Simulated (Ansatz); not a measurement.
Amorphous Hf₉Al₂₄O₅₄, 87 atoms at 5.28 g/cm³, one PBE-relaxed geometry, zone centre. Methods: PBE, scalar-relativistic without spin-orbit coupling (Ansatz, a first-principles code); r2SCAN, scalar-relativistic without spin-orbit coupling (Ansatz); HSE06, scalar-relativistic without spin-orbit coupling (Ansatz). Plane waves to 420 eV (r2SCAN 500 eV); exact exchange is cut at the cell's faces. At PBE the levels at the filled edge of the gap are localised (band-tail or defect states), and the nearest spread-out levels lie 4.1 eV apart at the zone centre. All rungs ran without spin polarisation.

It comes from a melt-quench run on a machine-learned potential (CHGNet), relaxed afterwards by DFT. O atoms were pushed apart under 1.9 Å during the dynamics, to hinder bonds among them. The hot cell started wider than the set density and was brought back towards it in steps. It is the lowest in DFT energy of 2 quenches. It is a model cell: composition and starting density were chosen by hand, and all elements were melted together. No dispersion term was used. A short ab initio anneal came between quench and relaxation. Its density started from a set value of 5.28 and ended at 5.28 g/cm³. The quench (nominally 380 K/ps over its main leg) was far faster than any real one, so the model tends to hold more defects than a real film. Values belong to this one cell and scatter from quench to quench. The volume was held where the preparation left it and the shape relaxed, at a PBE pressure of 0.6 GPa. Stress components on the final sampling reach 0.7 GPa.

The relaxation ran on the zone centre alone. At PBE the level gap is 3.71 eV on a 2×2×2 Γ-centred mesh, and the spacing at the zone centre alone 3.72 eV.

Question: What zone-centre spacing does r2SCAN give, roughly?

Answer: 4.28 eV (+0.56 eV against PBE).

Question: What zone-centre spacing does HSE06 give, roughly?

Answer: 5.35 eV (+1.63 eV against PBE).

The highest filled and the lowest empty state spread over these numbers of atoms (participation numbers): PBE: 11.6 and 44.2; r2SCAN: 11.1 and 35.9; HSE06: 12.5 and 44.4.
